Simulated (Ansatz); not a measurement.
Consider GaP in the zinc blende structure (space group F-43m, No. 216; a = 5.4385 Å). Axes: x, y, z lie along the cube axes.

The change: uniaxial stress, 5 GPa tension along z, with the cell and atoms free to relax against it.

All numbers come from PBEsol/PAW in Ansatz (a program for electronic structure), without spin-orbit coupling.

**Question.** Give the band edges at the high-symmetry points of the new zone, measured from its valence-band maximum.

**Answer.** 
```
point  valence edge (eV)  conduction edge (eV)
-----  -----------------  --------------------
Γ                   0.00                  1.48
X                  -2.89                  1.29
P                  -3.52                  4.13
N                  -0.97                  1.34
M                  -2.50                  1.71
S                  -1.97                  2.42
S₀                 -1.97                  2.42
R                  -3.54                  4.21
G                  -3.54                  4.21
```

The gap is 1.20 eV, indirect, Γ → Γ–X (87 % along).

Load acts through the strain it causes; cell and atoms are relaxed under it. Beyond what the load breaks, stability against distortions was not tested. k-point labels follow each cell's own Brillouin zone.
